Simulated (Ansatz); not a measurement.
# A15 Mo3Si

Computed with r²SCAN+rVV10 (Ansatz, a first-principles code, PAW).

Numerical settings: plane-wave cutoff 560 eV, 12×12×12 k mesh, Fermi–Dirac smearing 0.05 eV, no spin polarisation, scalar-relativistic PAW data made under PBE.

Cell: relaxed at this level.

| Item | Value |
|---|---|
| volume per atom | 14.48 Å³/atom |
| bulk modulus B0 | 269 GPa |
| lattice parameter a | 4.875 Å |
| band gap | zero (no gap) |
| pressure derivative B′ of the bulk modulus | 4.3 |

Measured, for comparison: lattice constant a 4.889 Å (temperature not stated, copied from a table, unchecked, not corrected to a static lattice; as tabulated in Dopovidi Akademii Nauk Ukrains'koi RSR, Seriya A: Fiziko-Tekhnichni ta Matematichni Nauki 1970, 553 (1970)). Computed (rounded) less measured: lattice constant a not scored (unchecked).

Spin–orbit coupling is not included.

The computed numbers hold no vibrational or temperature effects.
